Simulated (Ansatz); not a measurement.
SnSeS (P3m1, No. 156, 3 atoms in the cell; start mp-1218912), treated with r²SCAN+SOC in Ansatz (plane waves, PAW).

Numerical settings: plane-wave cutoff 560 eV, 12×12×6 k mesh (along the axes of the cell as run), Fermi–Dirac smearing 0.01 eV, PAW data made under PBE.

Cell (relaxed with PBE-D3(BJ)):

Space group P3m1 (No. 156); a = b = 3.7537 Å, c = 5.9116 Å, α = β = 90.00°, γ = 120.00°

```tsv
atom	site	symmetry	x	y	z
Sn	1b	3m.	0.3333	0.6667	0.0082
Se	1a	3m.	0.0000	0.0000	0.7360
S	1c	3m.	0.6667	0.3333	0.2558
```

**Question.** Estimate the band gap and smallest direct gap on the k points sampled that the calculation returns.

**Answer.** 
- band gap: 0.98 eV (indirect)
- smallest direct gap on the k points sampled: 1.59 eV

Note: cell and atoms aren't relaxed at this level (largest force component 0.33 eV/Å, pressure 0.3 GPa).

The result took around 10 core-minutes (rough).

A start named mp-… is a Materials Project structure, which need not be a measured phase.

Ansatz is an electronic-structure program.
